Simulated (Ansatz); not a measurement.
Results of PBEsol in Ansatz (plane waves, PAW) for ErPt₂ (Fd-3m, No. 227).

Settings: plane-wave cutoff 500 eV, 12×12×12 k mesh, Fermi–Dirac smearing 0.1 eV, spin-polarised start, scalar-relativistic PAW data made under PBE.

Computed at the level's own relaxed cell.

Question: Give the computed equilibrium volume per atom and equilibrium lattice constant a.

Answer: 
- equilibrium volume per atom: 18.17 Å³/atom
- equilibrium lattice constant a: 7.584 Å

The run finds no gap.

Note: the magnetic order was assumed, not searched for or taken from measurement; the 4f shell is treated without U or exact exchange, so its levels and filling can be wrong.

Spin–orbit coupling is not included.

Static lattice: no zero-point or thermal effects.

The result took about 9 core-minutes (a rough figure).

Ansatz is an electronic-structure program.
